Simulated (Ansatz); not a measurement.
Results of r²SCAN+rVV10 (PAW; Ansatz, an electronic-structure program) for cubic perovskite CsCaF3.

Run with plane-wave cutoff 560 eV, 8×8×8 k mesh, Fermi–Dirac smearing 0.01 eV, scalar-relativistic PAW data made under PBE.

Computed at the level's own relaxed cell.

Task: Estimate the volume per atom, pressure derivative B′ of the bulk modulus and bulk modulus B0 that the calculation returns.

Result: 
volume per atom: 18.10 Å³/atom
pressure derivative B′ of the bulk modulus: 4.8
bulk modulus B0: 58.1 GPa

Measured, for comparison: bulk modulus 50.9 GPa (room temperature, not corrected to a static lattice; as tabulated in Vaitheeswaran et al. (2016), arXiv:1609.00541). Computed (rounded) less measured: bulk modulus +14 %.

Note: the relaxation could not lower the start's symmetry, so the cell can be a saddle point above a distorted one.

Spin–orbit coupling is not included.

The computed numbers hold no vibrational or temperature effects.

It cost roughly 2.1 core-minutes of CPU time.
